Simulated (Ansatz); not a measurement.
MgO under a change: pressure 30 GPa

Consider MgO in the rock salt structure (space group Fm-3m, No. 225; a = 4.159 Å).

Modification: a hydrostatic pressure of 30 GPa.

The values are results of plane-wave PAW DFT at the LDA level (Ansatz, a first-principles code, 420 eV), no spin-orbit coupling, not measurements. k-mesh 14×14×14 (Γ-centred); smearing 0.05 eV (Fermi–Dirac).

| quantity | base | changed | shift |
|---|---|---|---|
| density | 3.72 g/cm³ | 4.25 g/cm³ | +0.53 g/cm³ |
| lattice parameter a | 4.159 Å | 3.980 Å | -0.179 Å |
| enthalpy H = E + PV relative to the base's energy | – | +1.57 eV/atom | – |
| band gap | 5.03 eV | 6.50 eV | +1.464 eV |
| gap character | direct at Γ | direct at Γ | – |
| width of the top valence band | 1.87 eV | 2.15 eV | +0.271 eV |
| electron mass | 0.36 mₑ (at Γ) | 0.41 mₑ (at Γ) | – |

Load acts through the strain it causes; cell and atoms are relaxed under it. Effective masses come from finite differences of ±0.01 Å⁻¹. Stability against distortions was not tested. No other phases were tried under pressure.
